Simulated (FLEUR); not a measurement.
A self-consistent single point of CuAu (P4/mmm, 2 atoms in the cell) with FLEUR.

Method of the run: PBE, all-electron FLAPW (FLEUR), scalar-relativistic valence in FLEUR.

The change in words: lattice scaled by 0.98. Reference geometry:
```yaml
crystal:
  lattice:
    - [2.78029, 0.00000, 0.00000]
    - [0.00000, 2.78029, 0.00000]
    - [0.00000, 0.00000, 3.49314]
  atoms:
    - { symbol: Cu, position: [0.50000, 0.50000, 0.50000] }
    - { symbol: Au, position: [0.00000, 0.00000, 0.00000] }
```

Reference input (self-consistent single point, DFT, PBE, all-electron FLAPW (FLEUR), scalar-relativistic valence): Kmax = 4.3 1/bohr; GmaxXC = 17.2 1/bohr; xcFunctional = pbe; jspins = 1; l_soc = F; mode = gauss; fermiSmearingEnergy = 0.00499791 Htr; mesh (inpgen div1-3) = 16 16 12; inpgen gamma flag = true; Gmax = 17.2 1/bohr; numbands = 0; maxIterBroyd = 15. This run's input differs from it in these lines:

```diff
@@ -3,5 +3,5 @@
 &input film=f /
-2.7802880000 0.0000000000 0.0000000000
-0.0000000000 2.7802880000 0.0000000000
-0.0000000000 0.0000000000 3.4931440000
+2.7246820000 0.0000000000 0.0000000000
+0.0000000000 2.7246820000 0.0000000000
+0.0000000000 0.0000000000 3.4232810000
 1.8897261246
@@ -43,5 +43,5 @@
          <bravaisMatrix>
-            <row-1>    5.2539828675118843     0.0000000000000000     0.0000000000000000</row-1>
-            <row-2>    0.0000000000000000     5.2539828675118843     0.0000000000000000</row-2>
-            <row-3>    0.0000000000000000     0.0000000000000000     6.6010854737897420</row-3>
+            <row-1>    5.1489027566273773     0.0000000000000000     0.0000000000000000</row-1>
+            <row-2>    0.0000000000000000     5.1489027566273773     0.0000000000000000</row-2>
+            <row-3>    0.0000000000000000     0.0000000000000000     6.4690635375468117</row-3>
          </bravaisMatrix>
```

Output (repeated stretches shortened):

```
 Iteration:     1   Distance:      24.08395681 me/bohr^3
 Iteration:     2   Distance:      19.09413613 me/bohr^3
 Iteration:     3   Distance:      10.27568309 me/bohr^3
 Iteration:     4   Distance:       6.94540497 me/bohr^3
 Iteration:     5   Distance:       8.40289382 me/bohr^3
   [... 11 lines left out ...]
 Iteration:    17   Distance:       0.00011290 me/bohr^3
 Iteration:    18   Distance:       0.00005639 me/bohr^3
 Iteration:    19   Distance:       0.00001746 me/bohr^3
 Iteration:    20   Distance:       0.00000642 me/bohr^3
 Run finished successfully
 Stop message:
   Structural relaxation: Done

[file out, last iteration]
             iter=     21
[...]
          total density-effective poten   -3.6214942251E+04
          total charge density-energy d   -4.3330894486E+02
 Updated energy parameters for spin:           1
[...]
 fermi energy and band-weighting factors:

[...]
FERMIE:
          first approx. to ef    (T=0)  :   0.520435 htr   (energy of the highest occ. eigenvalue)
          number of occ. states  (T=0)  :       4418
          first approx. to seigv (T=0)  :  -1.686257 htr
          sum of weights of occ. states :  14.000326
          sum of semicore charge        :   0.000000 e
          fermi energy=   0.52005 har   work function= -14.15119 ev
          number of valence electrons=  28.00000
     band-weighting factor for spin=    1
   [... lines left out ...]
     k-point=  144
     k-point=  145
     k-point=  146
     k-point=  147
     k-point=  148
     k-point=  149
     k-point=  150
     k-point=  151
     k-point=  152
     k-point=  153
     k-point=  154
     k-point=  155
     k-point=  156
     k-point=  157
     k-point=  158
     k-point=  159
     k-point=  160
     k-point=  161
     k-point=  162
     k-point=  163
     k-point=  164
     k-point=  165
      0.003 0.003 0.00
```

The run converged in 20 iterations. FLEUR gives forces in its relaxation mode, with a further iteration, so its stop message speaks of a relaxation. Against the reference run the total energy rises by 138 meV/atom.

The starting cell comes from a database of computed structures (which also holds hypothetical and non-ambient phases and stackings), without a prior relaxation at this level. Its lattice was rescaled by a random factor within 2.5 % of one. For this run, on top of that: lattice scaled by 0.98. Spin polarisation is off. Values depend on the basis (sphere radii, cutoffs, local orbitals), which need not be converged.

Cost on one core of a shared machine: roughly 7 min.
